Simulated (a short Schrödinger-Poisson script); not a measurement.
Stack: symmetric double-gate stack, SiO2 on p-type Si(100), at 300 K.

```csv
layer,material,thickness (nm),Na (cm⁻³)
1,SiO2,2.1,-
2,Si,10,2e18
3,SiO2,2.1,-
```

The device is made up for the run: typed textbook-type constants, with dimensions and the other settings drawn at random. SiO2: permittivity 3.9, conduction-band edge (eV) 3.15, gap (eV) 9, electron mass (mₑ) 0.5. Si: permittivity 11.7, conduction-band edge (eV) 0, gap (eV) 1.124, Nv at 300 K (cm⁻³) 3.1e19.

Channel valleys (confinement mass, in-plane density-of-states mass, number): Δ2 0.916, 0.19, 2; Δ4 0.19, 0.417, 4. At the gates, both at one voltage, the conduction-band edge of layer 1 lies 3.61 eV − eVg above the Fermi level of the channel. Gaps are held at their typed values at every temperature. Mesh 0.03 nm at interfaces.

Solved with a short Schrödinger-Poisson script written for these runs: 1D Poisson equation in equilibrium, electrons quantum, Hartree (BenDaniel-Duke, 12 states a valley, the channel's in-plane mass for all, wave functions ending at the dielectric), parabolic valleys, classical holes, full ionisation, no traps, pinning or gate leakage.

The same stack at other levels of the model or other numerical settings:

```
run                                          sheet density of all electrons at Vg = 1.9 V (cm⁻²)  sheet density of all electrons at Vg = 0.7 V (cm⁻²)  capacitance of both gates at Vg = 1.9 V (μF/cm²)  rough cost against the base
-------------------------------------------  ---------------------------------------------------  ---------------------------------------------------  ------------------------------------------------  ---------------------------
base                                                                                     2.19e13                                              2.46e12                                              2.76                      about 1
electrons treated as classical, Boltzmann                                                2.59e13                                              3.21e12                                              3.16                         0.05
electrons treated as classical, Fermi-Dirac                                              2.49e13                                              3.17e12                                              3.00                          0.1
mesh six times as coarse                                                                 2.19e13                                              2.46e12                                              2.76                          0.4
```

The classical rows ignore confinement, and Boltzmann statistics overrate the density once the band edge passes the Fermi level.
